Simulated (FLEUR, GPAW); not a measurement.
A FLEUR input for a self-consistent single point of YMg₂ (P6_3/mmc, 6 atoms in the cell) (DFT, LDA (Perdew-Zunger), all-electron FLAPW (FLEUR), scalar-relativistic valence):

Input of the input generator:

```
scf YMg2
&input film=f /
6.2969262877 0.0000000482 0.0000000000
-3.1484631855 5.4532981068 0.0000000000
0.0000000000 0.0000000000 31.5757361726
1.0
1.0 1.0 1.0

6
39 0.3333333333 0.6666666667 0.2500000000
39 0.6666666667 0.3333333333 0.7500000000
12 0.6666666667 0.3333333333 0.4210900000
12 0.3333333333 0.6666666667 0.5789100000
12 0.3333333333 0.6666666667 0.9210900000
12 0.6666666667 0.3333333333 0.0789100000

&comp jspins=1 /
&exco xctyp='pz' /
&kpt div1=8 div2=8 div3=2 gamma=t /
&end /
```

```xml
<?xml version="1.0" encoding="UTF-8" standalone="no"?>
<fleurInput fleurInputVersion="0.39">
   <comment>
      scf YMg2                                                                                            
   </comment>
   <calculationSetup>
      <cutoffs Kmax="3.8" Gmax="15.2" GmaxXC="15.2" numbands="0"/>
      <scfLoop itmax="60" minDistance="0.00001" maxIterBroyd="15" imix="Anderson" alpha="0.05" precondParam="0.0" spinf="2.0"/>
      <coreElectrons ctail="T" frcor="F" kcrel="0" coretail_lmax="0"/>
      <xcFunctional name="pz" relativisticCorrections="F"/>
      <magnetism jspins="1"/>
      <soc l_soc="F" theta="0.0" phi="0.0" spav="F"/>
      <expertModes spex="0" secvar="F"/>
      <geometryOptimization l_f="T" forcealpha="1.0" forcemix="BFGS" epsdisp="0.00001" epsforce="0.00001"/>
      <ldaU l_linMix="F" mixParam="0.05" spinf="1.0"/>
   </calculationSetup>
   <cell>
      <bzIntegration valenceElectrons="62.0" mode="hist" fermiSmearingEnergy="0.00367493">
         <kPointListSelection listName="default-1"/>
         <!-- k-points included here -->
         <xi:include xmlns:xi="http://www.w3.org/2001/XInclude" href="kpts.xml"> </xi:include>
      </bzIntegration>
      <!-- symmetry operations included here -->
      <xi:include xmlns:xi="http://www.w3.org/2001/XInclude" href="sym.xml"> </xi:include>
      <bulkLattice scale="1.0">
         <bravaisMatrix>
            <row-1>    6.2969262876999998     0.0000000482000000     0.0000000000000000</row-1>
            <row-2>   -3.1484631854999998     5.4532981068000002     0.0000000000000000</row-2>
            <row-3>    0.0000000000000000     0.0000000000000000    31.5757361725999992</row-3>
         </bravaisMatrix>
      </bulkLattice>
   </cell>
   <atomSpecies>
      <species name="Yttrium (Y)" element="Y" atomicNumber="39">
         <mtSphere radius="2.68" gridPoints="925" logIncrement="0.014"/>
         <atomicCutoffs lmax="10" lnonsphr="8"/>
         <electronConfig flipSpins="F">
            <coreConfig>(1s1/2) (2s1/2) (2p1/2) (2p3/2) (3s1/2) (3p1/2) (3p3/2) (3d3/2) (3d5/2)</coreConfig>
            <valenceConfig>(4s1/2) (4p1/2) (4p3/2) (5s1/2) (4d3/2) (4d5/2)</valenceConfig>
            <stateOccupation state="(4d3/2)" spinUp="0.2" spinDown="0.2"/>
            <stateOccupation state="(4d5/2)" spinUp="0.3" spinDown="0.3"/>
         </electronConfig>
         <energyParameters s="5" p="5" d="4" f="4"/>
         <lo type="SCLO" l="0" n="4" eDeriv="0"/>
         <lo type="SCLO" l="1" n="4" eDeriv="0"/>
      </species>
      <species name="Magnesium (Mg)" element="Mg" atomicNumber="12">
         <mtSphere radius="2.68" gridPoints="925" logIncrement="0.013"/>
         <atomicCutoffs lmax="10" lnonsphr="8"/>
         <electronConfig flipSpins="F">
            <coreConfig>(1s1/2)</coreConfig>
            <valenceConfig>(2s1/2) (2p1/2) (2p3/2) (3s1/2)</valenceConfig>
         </electronConfig>
         <energyParameters s="3" p="3" d="3" f="4"/>
         <lo type="SCLO" l="0" n="2" eDeriv="0"/>
         <lo type="SCLO" l="1" n="2" eDeriv="0"/>
      </species>
   </atomSpecies>
   <atomGroups>
      <atomGroup species="Yttrium (Y)">
         <relPos label="                   1">1.000/3.000 -1.000/3.000 1.000/4.000</relPos>
         <relPos label="                   2">-1.000/3.000 1.000/3.000 -1.000/4.000</relPos>
         <force calculate="T" relaxXYZ="TTT"/>
      </atomGroup>
      <atomGroup species="Magnesium (Mg)">
         <relPos label="                   3">-1.000/3.000 1.000/3.000 .4210900000</relPos>
         <relPos label="                   4">1.000/3.000 -1.000/3.000 -.4210900000</relPos>
         <relPos label="                   5">1.000/3.000 -1.000/3.000 -.0789100000</relPos>
         <relPos label="                   6">-1.000/3.000 1.000/3.000 .0789100000</relPos>
         <force calculate="T" relaxXYZ="TTT"/>
      </atomGroup>
   </atomGroups>
   <output dos="F" band="F" slice="F">
      <checks vchk="F" cdinf="F"/>
      <bandDOS minEnergy="-.5*Htr" maxEnergy="0.5*Htr" sigma="0.015" storeEVData="T"/>
      <vacuumDOS vacdos="F" integ="F" star="F" nstars="0" locx1="0.0" locy1="0.0" locx2="0.0" locy2="0.0" nstm="0" tworkf="0.0"/>
      <unfoldingBand unfoldBand="F" supercellX="1" supercellY="1" supercellZ="1"/>
      <plotting iplot="0" polar="F">
         <plot TwoD="T" vec1="  1.0  0.0  0.0" vec2="  0.0  1.0  0.0" vec3="  0.0  0.0  1.0" zero="  0.0  0.0  0.0" file="plot"/>
      </plotting>
      <chargeDensitySlicing numkpt="0" minEigenval="0.0" maxEigenval="0.0" nnne="0" pallst="F"/>
      <specialOutput eonly="F"/>
      <magneticCircularDichroism mcd="F" energyLo="-10.0" energyUp="0.0"/>
   </output>
  <!-- We include the file relax.xml here to enable relaxations (see documentation) -->
  <xi:include xmlns:xi="http://www.w3.org/2001/XInclude" href="relax.xml"> <xi:fallback/> </xi:include>
</fleurInput>
```

Task: Translate this input to GPAW.

Result: This is the input that was run; spellings and numerical settings could be chosen otherwise.

```python
from ase import Atoms
from ase.units import GPa
from gpaw import GPAW, PW, FermiDirac

atoms = Atoms(['Y', 'Y', 'Mg', 'Mg', 'Mg', 'Mg'],
              cell=[[3.332190, 0.000000, 0.000000],
                    [-1.666095, 2.885761, 0.000000],
                    [0.000000, 0.000000, 16.709160]],
              scaled_positions=[[0.333333, 0.666667, 0.250000],
                                [0.666667, 0.333333, 0.750000],
                                [0.666667, 0.333333, 0.421090],
                                [0.333333, 0.666667, 0.578910],
                                [0.333333, 0.666667, 0.921090],
                                [0.666667, 0.333333, 0.078910]],
              pbc=True)

calc = GPAW(mode=PW(800),
            xc='LDA',
            kpts={'size': (8, 8, 2), 'gamma': True},
            occupations=FermiDirac(0.1),
            nbands=-10,
            convergence={'density': 1e-05, 'energy': 1e-05},
            symmetry={'symmorphic': False, 'tolerance': 0.0005},
            maxiter=120,
            txt='-')

atoms.calc = calc

energy = atoms.get_potential_energy()
print('Energy (eV):', round(energy, 6))
forces = atoms.get_forces()
print('Forces (eV/Ang):')
print(forces.round(5))
stress = atoms.get_stress()
print('Stress (GPa, Voigt):', (stress / GPa).round(4))
```

Basis, cutoffs, solver keys and any potentials are the target program's own. This input uses DFT LDA (Perdew-Wang 92), plane waves, GPAW PAW datasets LDA (gpaw-data 1.0.1). LDA parametrisations can differ slightly between programs.

The starting cell comes from a database of computed structures (which also holds hypothetical and non-ambient phases and stackings), without a prior relaxation at this level.
